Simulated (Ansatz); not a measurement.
Reference: CsH (Pm-3m), PBEsol with spin-orbit coupling, rigid bands (plane waves, PAW; Ansatz, a first-principles code); geometry: cell and atoms relaxed with PBEsol.

```yaml
crystal:
  lattice:
    - [3.72468, 0.00000, 0.00000]
    - [0.00000, 3.72468, 0.00000]
    - [0.00000, 0.00000, 3.72468]
  atoms:
    - { symbol: Cs, position: [0.00000, 0.00000, 0.00000] }
    - { symbol: H, position: [0.50000, 0.50000, 0.50000] }
```

The band gap is 2.53 eV and the electron conductivity mass comes out as 0.60 mₑ. The hole conductivity mass comes out as 0.45 mₑ and the Seebeck coefficient, n-type 1e19 cm⁻³ comes out as -324 μV/K.

Q: Swap H for I, keeping the structure type. How do these values move?

A: CsI (Pm-3m): volume per atom 25.8 to 45.8 Å³; band gap rises (2.53 eV to 3.59 eV); electron conductivity mass falls (0.60 mₑ to 0.28 mₑ); hole conductivity mass rises (0.45 mₑ to 1.49 mₑ); Seebeck coefficient, n-type 1e19 cm⁻³ falls in size (-324 μV/K to -150 μV/K).

Moves up to 5 % count as about the same. Masses are for dilute carriers at 300 K, harmonic means over directions unless an axis is named. Seebeck coefficients are for the stated density at 300 K, with one relaxation time for all states and whether or not that doping can be reached.

Computed structure with no diffraction record at hand here (it may be known, metastable or hypothetical): CsH (Pm-3m).
